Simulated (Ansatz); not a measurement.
bcc Eu, treated with RPBE (Ansatz, a quantum-chemistry and plane-wave program, PAW).

Run with plane-wave cutoff 520 eV, 18×18×18 k mesh, Fermi–Dirac smearing 0.05 eV, spin-polarised with parallel moments, scalar-relativistic PAW data made under PBE.

A third-order Birch–Murnaghan fit to the energies gives V0 = 46.557 Å³/atom, B0 = 11.6 GPa, B′ = 2.4.

```json
[
 {"V (Å³/atom)": "43.749", "P (GPa)": "___"},
 {"V (Å³/atom)": "44.680", "P (GPa)": "___"},
 {"V (Å³/atom)": "45.611", "P (GPa)": "___"},
 {"V (Å³/atom)": "46.542", "P (GPa)": "0.004"},
 {"V (Å³/atom)": "47.473", "P (GPa)": "-0.219"},
 {"V (Å³/atom)": "48.404", "P (GPa)": "___"},
 {"V (Å³/atom)": "49.334", "P (GPa)": "-0.626"}
]
```

Estimate the withheld pressures from this fit; the answers are the runs' own values.


- 43.749, P (GPa): 0.778
- 44.680, P (GPa): 0.499
- 45.611, P (GPa): 0.242
- 48.404, P (GPa): -0.430

The formula P = (3/2) B0 (x^(7/3) − x^(5/3)) [1 + (3/4)(B′ − 4)(x^(2/3) − 1)] with x = V0/V meets the computed pressures within 0.01 GPa when these rounded values are put in.

Measured, for comparison: bulk modulus 10.9 ± 0.6 GPa (room temperature, no zero-point or thermal correction, our sources range from 10.9 to 11.7; as tabulated in arXiv:1012.3782); equilibrium volume per atom 48.10 Å³/atom (293 K, no zero-point or thermal correction; as tabulated in Wikipedia's data pages). Computed (rounded) less measured: bulk modulus +6 % (inside the range of the sources held), equilibrium volume per atom -3.2 %.

Note: the 4f shell is treated without U or exact exchange, so its levels and filling can be wrong; the collinear magnetic order is the start's and need not be the measured one.

Spin–orbit coupling is not included.

Static lattice: no zero-point or thermal effects.
